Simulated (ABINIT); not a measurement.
**Equation of state of rock-salt HfN (space group 225): energy against volume (ABINIT, PBEsol)**

```xyz
2
Lattice="0.0000 2.1944 2.1944 2.1944 0.0000 2.1944 2.1944 2.1944 0.0000" Properties=species:S:1:pos:R:3 pbc="T T T"
Hf     0.0000     0.0000     0.0000
N      2.1944     2.1944     2.1944
```

Method of the run: PBEsol, norm-conserving pseudopotentials (PseudoDojo nc-sr-04 PBEsol standard) (plane waves; ABINIT). Settings: pseudos = [Hf.upf, N.upf]; ecut = 1497 eV; occopt = 3; tsmear = 0.00183747 Ha; ngkpt = 22 22 22; nshiftk = 1; shiftk = 0 0 0; potentials = PseudoDojo nc-sr-04 PBEsol standard; nband = 14; kptopt = 1; nstep = 80; tolvrs = 1e-11. The cell above is the first row's. The rows scale it uniformly. In all rows fractional positions and the k mesh are held. E is the free energy at the stated smearing, counted from the lowest row.

| V (Å^3/atom) | E (meV/atom) |
|---|---|
| 10.5666 | 56.60 |
| 10.7963 | 27.22 |
| 11.0260 | 8.73 |
| 11.2557 | 0.00 |
| 11.4855 | 0.05 |
| 11.7152 | 7.98 |
| 11.9449 | 23.00 |
| 12.1746 | 44.38 |
| 12.4043 | ? |

The 8 complete rows are fitted with the third-order Birch-Murnaghan form, a cubic in V^(-2/3), E against V. With u = V^(-2/3) - 0.198, the rows have u = 0.009671, 0.006715, 0.003862, 0.001106, -0.001558, -0.004135, -0.006628, -0.009043. Least squares gives E = -0.988 + 245.94·u + 586010·u² + 443418·u³. Residuals (row less fit): 0.000, -0.002, 0.002, -0.001, 0.000, -0.003, 0.004, -0.002; standard error 0.003 (degrees of freedom: 4). Its minimum lies at u = -0.000210, so V0 = (0.197790)^(-3/2) = 11.37. There d²E/du² = 1171000 and d³E/du³ = 2661000, so B0 = (4/9) × 11.37^(-7/3) × 1171000 × 0.160218 = 287 GPa (the last factor turns the table's units into GPa), and B0' = 4 + (2/3) × 0.197790 × (2661000)/1171000 = 4.3. The program's pressures in the fitted runs (not shown) pass through zero at V = 11.37, 0.00 % from this V0.

**Question.** What does the fit predict for E at V = 12.4043, and how far is the calculated value from it?

**Answer.** u = -0.011383, so E = -0.988 + 245.94 × (-0.011383) + 586010 × (-0.011383)² + 443418 × (-0.011383)³ = 71.489 meV/atom. The calculation gives 71.47 meV/atom, 0.019 meV/atom below the prediction (under 0.05 % of the range of E in the table). The row lies outside the fitted rows, so this is an extrapolation. From the scatter of the fitted rows alone, a prediction at this place has a standard error of 0.007 meV/atom, so the miss is 2.6 times that.

Carrying the step between the two nearest rows on in a straight line would have given 65.76, off by 5.71; series whose last step already gives the withheld value aren't shown. The scan was laid around a cell of about the measured size, scaled by a guess for this functional. The runs keep the symmetry of the cell, so they don't test it for distortions. Spin-orbit coupling is off. Cutoffs and mesh are single choices, not tested for convergence of this quantity. Series with a scatter that would blur these digits, or in which a gap closes, are not shown. Nor are scans whose minimum lies at an end fitted in this form.
